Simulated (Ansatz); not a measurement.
BN in the zinc blende structure (space group F-43m, No. 216)

```
BN
1.0
    0.00000     1.80285     1.80285
    1.80285     0.00000     1.80285
    1.80285     1.80285     0.00000
N B
1 1
Direct
  0.75000   0.75000   0.75000
  0.00000   0.00000   0.00000
```

Computed with Ansatz (a first-principles code) PBEsol, without spin-orbit coupling. Settings: 16×16×16 k-points, 0.05 eV Fermi–Dirac smearing.

```json
{
  "volume_per_atom": "5.86 Å³",
  "density": "3.52 g/cm³",
  "band_gap": "4.30 eV, indirect, Γ → X",
  "electron_mass": "0.89 mₑ along k, 0.29 mₑ across",
  "Hole mass (degenerate bands, along [100])": "0.52 mₑ",
  "Lowest conduction-band minima above the VBM": "X along ⟨100⟩ 4.30 eV",
  "total_energy": "-266.918 eV/atom (σ→0; compares only within this code and set-up)"
}
```

Masses are band curvatures over ±0.01 Å⁻¹ around the edge. Along k means along the line from Γ to the band edge. Stability against distortions was not tested.
